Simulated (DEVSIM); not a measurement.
System: Ti/SiO2/p-GaAs capacitor, at 500 K.

Layer 1 from the left is SiO2, thickness (nm) 9.60. Layer 2 from the left is GaAs, thickness (nm) 17000, Na (cm⁻³) 1.4e15.

Metal gate on the left, work function 4.33 eV. Fixed charge at the semiconductor interface -4.9e11 cm⁻² (in units of +e); no interface traps.

The device is made up for the run: typed textbook-type constants, with dimensions and the other settings drawn at random. Values at 300 K; Nc and Nv go as T^1.5, mobilities as T to minus their exponent, the gap by Varshni's rule with the affinity fixed.

SiO2: gap (eV) 9, affinity (eV) 0.9, permittivity 3.9. GaAs: gap (eV) 1.424, affinity (eV) 4.07, permittivity 12.9, Nc (cm⁻³) 4.7e17, Nv (cm⁻³) 9e18, Varshni α (eV/K) 0.000541, Varshni β (K) 204.

Model (solved in DEVSIM): 1D Poisson equation in equilibrium, Boltzmann statistics, complete ionisation; no quantum confinement or tunnelling. Metal contacts follow the ideal Schottky-Mott rule: no Fermi-level pinning, no interface dipoles.

**Question.** What does the simulation give for the flat-band voltage, the minimum of the low-frequency capacitance, the threshold voltage (band bending 2φF)?

**Answer.** flat-band voltage -0.44 V; minimum of the low-frequency capacitance 0.0167 μF/cm²; threshold voltage (band bending 2φF) 0.24 V.
